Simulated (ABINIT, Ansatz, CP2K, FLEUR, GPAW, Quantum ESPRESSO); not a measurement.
Code comparison for ZrGeS (P4/nmm, 6 atoms in the cell)

Self-consistent single point.

```yaml
crystal:
  lattice:
    - [3.54845, 0.00000, 0.00000]
    - [0.00000, 3.54845, 0.00000]
    - [0.00000, 0.00000, 7.87235]
  atoms:
    - { symbol: Zr, position: [0.00000, 0.50000, 0.72519] }
    - { symbol: Zr, position: [0.50000, 0.00000, 0.27481] }
    - { symbol: Ge, position: [0.50000, 0.50000, 0.00000] }
    - { symbol: Ge, position: [0.00000, 0.00000, 0.00000] }
    - { symbol: S, position: [0.00000, 0.50000, 0.37856] }
    - { symbol: S, position: [0.50000, 0.00000, 0.62144] }
```

All programs got the same cell, k-point mesh and kind of occupations (in Ansatz's words: kpoints.mp_grid.grid = 7 7 3; scf.occupations.method = fermi_dirac; scf.occupations.width = 0.136 eV); potentials, basis and cutoffs are each program's usual ones.

| code | model | pressure (GPa) | largest force (eV/Å) | k-points | cutoff |
|---|---|---|---|---|---|
| ABINIT | PBEsol, PAW (JTH v2.0 PBE PAW, files made for PBE) | 6.45 | 0.329 | 20 | 21 Ha |
| Quantum ESPRESSO | PBEsol, PSlibrary ultrasoft (PBE) pseudopotentials | 7.86 | 0.356 | 20 | 55 Ry |
| Ansatz | PBEsol, PAW files made with PBE | 6.75 | 0.318 | 20 | default |
| FLEUR | PBEsol, all-electron FLAPW (FLEUR), scalar-relativistic valence | – | 0.341 | 20 | Kmax 4.4 1/bohr |
| GPAW | PBEsol, GPAW PAW datasets PBEsol (made by gpaw-setup) | 6.46 | 0.341 | 20 | 550 eV |
| CP2K | PBEsol, GPW, DZVP-MOLOPT-PBE-GTH basis, GTH-PBE potentials (POTENTIAL_UZH) | 10.06 | 0.469 | 74 | grid 500 Ry |

Size of the force on each atom (eV/Å): Sizes of forces hide their directions.

```csv
code,Zr1,Zr2,Ge3,Ge4,S5,S6
ABINIT,0.329,0.329,0.000,0.000,0.128,0.128
Quantum ESPRESSO,0.356,0.356,0.000,0.000,0.147,0.147
Ansatz,0.318,0.318,0.000,0.000,0.130,0.130
FLEUR,0.341,0.341,0.000,0.000,0.131,0.131
GPAW,0.341,0.341,0.000,0.000,0.113,0.113
CP2K,0.469,0.469,0.000,0.000,0.171,0.171
```

A dash marks a value that a program does not give, or that is left out as unsure.

The spread over the programs that give each value: pressure within 3.61 GPa; largest force within 0.151 eV/Å.

The starting cell comes from a database of computed structures (which also holds hypothetical and non-ambient phases and stackings), without a prior relaxation at this level. Its lattice was rescaled by a random factor within 2.5 % of one. On Ansatz's run: In the base run, with a pressure of about 7 GPa the cell is away from its equilibrium volume at this level.

Why do the programs differ, and what cannot be compared?

Differences of this kind can come from the potentials, where these differ, and from what each basis and cutoff leave unconverged. The valence holds different numbers of electrons (ABINIT 64, Quantum ESPRESSO 44, Ansatz (a program for electronic structure) 64, FLEUR 64, GPAW 44, CP2K 44). The zero of total energies and Fermi levels follows the potentials and each program's conventions, so they are not compared here. CP2K uses small atom-centred bases, whose incompleteness enters pressures, forces and empty levels differently from a plane-wave cutoff. FLEUR treats all electrons, but the usual bases taken here (sphere radii, linearisation, local orbitals, empty states) were not tested for convergence, so the values are no reference for the others. Ansatz's pressure is given at a fixed set of plane waves, as the other plane-wave codes print theirs; with its correction for the finite basis it is 6.78 GPa. The programs reduce the same mesh by symmetry to different extents, which changes the work and not the result. In the pressure, Quantum ESPRESSO (by 1.25) and CP2K (by 3.45) lie more than 1 GPa from the median of the plane-wave programs. In the force vectors, CP2K (by 0.134) lies more than 0.08 eV/Å from the median of the plane-wave programs.

Left out of this page: Elk (not drawn, or without a comparable value).

Keys are those of Ansatz 0.2.
